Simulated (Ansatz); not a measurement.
Cl on several surfaces, at the site that PBE finds strongest, against ½ Cl2(g): adsorption energy (eV) by functional, in Ansatz (plane waves, PAW). All structures are PBE's; the other columns are single points with references at the same level. No spin-orbit coupling, Hubbard U or dispersion.

```json
[
 {"system": "hcp Co, ferromagnetic (0001), hollow Co-Co-Co over Co at depth 2.0 Å, 22 Å² an adsorbate", "PBE": "-2.15", "RPBE": "-1.89", "r2SCAN": "–"},
 {"system": "fcc Cu (111), hollow Cu-Cu-Cu over Cu at depth 4.1 Å, 23 Å² an adsorbate", "PBE": "-1.74", "RPBE": "-1.52", "r2SCAN": "___"},
 {"system": "fcc Rh (111), hollow Rh-Rh-Rh over Rh at depth 4.4 Å, 25 Å² an adsorbate", "PBE": "-1.96", "RPBE": "___", "r2SCAN": "___"},
 {"system": "fcc Au (111), hollow Au-Au-Au over Au at depth 4.8 Å, 30 Å² an adsorbate", "PBE": "-0.89", "RPBE": "-0.67", "r2SCAN": "-1.18"},
 {"system": "fcc Ir (111), hollow Ir-Ir-Ir over Ir at depth 4.4 Å, 26 Å² an adsorbate", "PBE": "-1.39", "RPBE": "___", "r2SCAN": "___"}
]
```

Problem. Some entries are withheld; supply them.

Solution. 
- fcc Cu (111), hollow Cu-Cu-Cu over Cu at depth 4.1 Å, 23 Å² an adsorbate, r2SCAN: -2.14
- fcc Rh (111), hollow Rh-Rh-Rh over Rh at depth 4.4 Å, 25 Å² an adsorbate, RPBE: -1.68
- fcc Rh (111), hollow Rh-Rh-Rh over Rh at depth 4.4 Å, 25 Å² an adsorbate, r2SCAN: -2.33
- fcc Ir (111), hollow Ir-Ir-Ir over Ir at depth 4.4 Å, 26 Å² an adsorbate, RPBE: -1.13
- fcc Ir (111), hollow Ir-Ir-Ir over Ir at depth 4.4 Å, 26 Å² an adsorbate, r2SCAN: -1.72

The rows are a random draw from the class, without slabs that broke up, higher cuts of a face and adsorbates that left their site. Mean shift from PBE over these rows: RPBE 0.25 eV (from 0.22 to 0.28, 5 rows); r2SCAN -0.34 eV (from -0.40 to -0.29, 4 rows).

Ansatz is a first-principles code.
